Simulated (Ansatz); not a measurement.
Take ZrSe₂ in the fluorite structure (space group Fm-3m, No. 225; a = 6.508 Å; a hypothetical phase, not in the database extracts checked) as the base.

Method: PBEsol in Ansatz (plane waves to 420 eV, PAW, spin-orbit coupling left out), earlier PAW set.

Base values:

```
Quantity              Result
-------------------  -------
Lattice parameter a  6.508 Å
Band gap                zero
```

Perturbation: hydrostatic tension (pressure −2 GPa).

### Question
How does this affect the lattice parameter a and band gap?

### Answer
The lattice parameter a increases by 0.0497 Å to 6.557 Å; the band gap remains zero.

Load acts through the strain it causes; cell and atoms are relaxed under it. Stability against distortions was not tested. All final runs are without spin polarisation.

Ansatz is a quantum-chemistry and plane-wave program.
